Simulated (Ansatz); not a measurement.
The structure below was relaxed with PBEsol (Ansatz, an electronic-structure program), no SOC, at pressure 0.3 GPa.

```
Nb2GaC
1.0
    3.11604     0.00000     0.00000
   -1.55802     2.69857     0.00000
    0.00000     0.00000    13.47461
Nb Ga C
4 2 2
Direct
  0.66667   0.33333   0.91025
  0.33333   0.66667   0.08975
  0.33333   0.66667   0.41025
  0.66667   0.33333   0.58975
  0.66667   0.33333   0.25000
  0.33333   0.66667   0.75000
  0.00000   0.00000   0.00000
  0.00000   0.00000   0.50000
```

Find the space group and the Wyckoff positions.

Space group P6₃/mmc (No. 194); a = 3.116 Å, b = 3.116 Å, c = 13.475 Å, α = 90.00°, β = 90.00°, γ = 120.00°

```json
[
 {"atom": "Nb", "site": "4f", "symmetry": "3m.", "x": "0.3333", "y": "0.6667", "z": "0.0897"},
 {"atom": "Ga", "site": "2d", "symmetry": "-6m2", "x": "0.6667", "y": "0.3333", "z": "0.2500"},
 {"atom": "C", "site": "2a", "symmetry": "-3m.", "x": "0.0000", "y": "0.0000", "z": "0.0000"}
]
```

Describe the coordination.

The crystal has 8 atoms in its conventional cell. Conventional cell: a = b = 3.116 Å, c = 13.475 Å, α = β = 90.00°, γ = 120.00°. Nb is coordinated by 3 C at 2.168 Å and 3 Ga at 2.811 Å and 9 Nb at 3.014–3.116 Å. Ga is surrounded by 6 Nb at 2.811 Å. C has 6 Nb at 2.168 Å (octahedral). (Neighbours: up to the widest gap in distance over summed covalent radii, below 1.35, at either atom; cation-cation and far metal-metal contacts left out.)

Load acts through the strain it causes; cell and atoms are relaxed under it. Stability against distortions was not tested. The final runs are not spin-polarised. The cell was made from Nb2GaC (space group P6_3/mmc, No. 194; a cell from a computed database, its experimental status unchecked) by this change: pressure 0.3 GPa.
